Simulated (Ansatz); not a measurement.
TiSi₂ (Fddd, No. 70), treated with LDA (PAW; Ansatz, a quantum-chemistry and plane-wave program).

Run with plane-wave cutoff 520 eV, 16×16×16 k mesh, Fermi–Dirac smearing 0.05 eV, no spin polarisation, scalar-relativistic PAW data made under PBE.

Cell (relaxed at this level):

```yaml
crystal:
  lattice:
    - [0.00000, 4.06070, 4.22006]
    - [2.36300, 0.00000, 4.22006]
    - [2.36300, 4.06070, 0.00000]
  atoms:
    - { symbol: Ti, position: [0.00000, 0.00000, 0.00000] }
    - { symbol: Ti, position: [0.25000, 0.25000, 0.25000] }
    - { symbol: Si, position: [0.66418, 0.33582, 0.66418] }
    - { symbol: Si, position: [0.33582, 0.66418, 0.33582] }
    - { symbol: Si, position: [0.58582, 0.91418, 0.58582] }
    - { symbol: Si, position: [0.91418, 0.58582, 0.91418] }
```

**Question.** Predict the bulk modulus.

**Answer.** 
- bulk modulus = 158 GPa

The run finds no gap.

Note: the bulk modulus is −V dP/dV from two relaxed cells at ±2 % in volume.

The computed numbers hold no vibrational or temperature effects.

Cost on a shared machine: around 6 core-minutes (rough).
